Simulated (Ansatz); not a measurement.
# The (101) surface of orthorhombic GeSe in its 1x1 cell (cut with top plane 2 Ge, bottom plane 2 Ge), relaxed from an ideal cut (the real face may reconstruct), outermost plane spacing 0.08 Å in the ideal cut, with 2 Ge a cell over the bulk's ratio (in the relaxation 2 Ge–Ge, 2 Ge–Se bonds formed; like top atoms buckled by 1.1 Å)

The numbers are results of PBE with D3(BJ) dispersion (plane waves to 420 eV, PAW; Ansatz, a quantum-chemistry and plane-wave program), not measurements.

Slab: 26 atoms, Ge14Se12, 12.4 Å thick at the start; k 7x3x1, smearing 0.025 eV, dipole-corrected; all atoms relaxed; start symmetry kept, larger cells not searched; no spin (no spin-polarised run to compare, though such a face may carry moments), no spin-orbit, no U. The slab shows no gap on its mesh.

| Item | Value |
|---|---|
| work function of the top face | 4.22 eV |
| ionisation potential (bulk valence edge below the top vacuum level) | 4.79 eV |
| energy released by relaxation | 1.31 eV |
| cost | about 40 core-minutes (a rough figure) |
